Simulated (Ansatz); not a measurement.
Take C in the diamond structure (space group Fd-3m, No. 227; a = 3.560 Å) as the base. Axes: x, y, z lie along the cube axes.

Calculations: r2SCAN/PAW in Ansatz (a first-principles code), no spin-orbit coupling, earlier PAW set.

Strains are applied to the cell and any free atomic positions relax; under biaxial strain the out-of-plane vector relaxes too.

One change was made to it. Results:

| quantity | base | after |
|---|---|---|
| energy relative to the base (free energy F) | 0 meV/atom | +66 meV/atom |
| pressure | 0.00 GPa | -35.41 GPa |
| band gap | 4.36 eV | 4.15 eV |

### Question
What was done to the base?
A) biaxial strain −0.55 %, plane normal [111], relaxed out of plane
B) isotropic strain −5.36 %
C) biaxial strain +2.93 %, plane normal [001], relaxed out of plane
D) isotropic strain +3.17 %

### Answer
D, isotropic strain +3.17 %. For comparison, the band gap in the other runs: isotropic strain −5.36 % gives 4.77 eV; biaxial strain −0.55 %, plane normal [111], relaxed out of plane gives 4.38 eV; biaxial strain +2.93 %, plane normal [001], relaxed out of plane gives 3.34 eV.

Stability against distortions was not tested.
